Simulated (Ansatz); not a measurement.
## Effect of pressure 7.5 GPa on BaTiO3

Consider BaTiO3 in the cubic perovskite structure (space group Pm-3m, No. 221; a = 3.935 Å).

Modification: a hydrostatic pressure of 7.5 GPa.

All numbers come from LDA (Ansatz, an electronic-structure program; PAW; 420 eV plane waves; no SOC). Γ-centred 8×8×8 mesh, Fermi–Dirac width 0.05 eV.

The density goes up by 0.23 g/cm³, from 6.36 g/cm³ to 6.59 g/cm³ and the lattice parameter a falls by 0.0462 Å (3.935 Å → 3.888 Å). The shortest interatomic distance shrinks by 0.023 Å, from 1.967 Å to 1.944 Å and the enthalpy H = E + PV relative to the base's energy comes out as +0.56 eV/atom. The band gap grows by 0.06 eV, from 1.83 eV to 1.89 eV and the gap character becomes direct at Γ (base: indirect, R → Γ). The width of the top valence band goes up by 0.027 eV to 1.01 eV and the hole mass (degenerate bands, along [100]) comes out as 0.31, 0.97, 0.97 mₑ (at Γ).

Cost of the whole job for the changed cell (relaxation, final SCF and bands): around 19 core-seconds (rough).

Load acts through the strain it causes; cell and atoms are relaxed under it. Effective masses come from finite differences of ±0.01 Å⁻¹. Stability against distortions was not tested. Competing high-pressure phases were not computed. All final runs are without spin polarisation. Many cubic perovskites are stable only at high temperature; tilts and polar distortions were not tested. This is not the structure that BaTiO3 has at room temperature and ambient pressure.
